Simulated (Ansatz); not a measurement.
## Effect of isotropic strain +2.50 % on GaN

The parent structure is GaN in the zinc blende structure (space group F-43m, No. 216; a = 4.498 Å).

Modification: the cell is scaled by 1.0250 in all directions, atoms relaxed at fixed cell.

Computed with plane-wave PAW DFT at the r2SCAN level (Ansatz, a program for electronic structure, 500 eV), no SOC. Γ-centred 13×13×13 mesh, Fermi–Dirac width 0.05 eV.

- Volume per atom = 12.25 Å³ (base 11.37 Å³)
- Shortest interatomic distance = 1.996 Å (base 1.948 Å)
- Energy relative to the base (free energy F) = +36 meV/atom
- Pressure = -12.39 GPa (base 0.00 GPa)
- Band gap = 1.67 eV (base 2.17 eV)
- Gap character = direct at Γ (base direct at Γ)
- Mean gap deformation potential ΔEg/Δln V = -6.7 eV
- Width of the top valence band = 3.37 eV (base 3.72 eV)
- Electron mass = 0.14 mₑ (at Γ) (base 0.17 mₑ (at Γ))
- Hole mass (degenerate bands, along [100]) = 0.14, 0.90, 0.90 mₑ (at Γ) (base 0.18, 0.86, 0.86 mₑ (at Γ))

Final structure:

```
CELL_PARAMETERS angstrom
      0.00000     2.30518     2.30518
      2.30518     0.00000     2.30518
      2.30518     2.30518     0.00000
ATOMIC_POSITIONS crystal
  Ga 0.00000 0.00000 0.00000
  N  0.25000 0.25000 0.25000
```

Masses are band curvatures over ±0.01 Å⁻¹ around the edge. Stability against distortions was not tested. This is not the structure that GaN has at room temperature and ambient pressure.
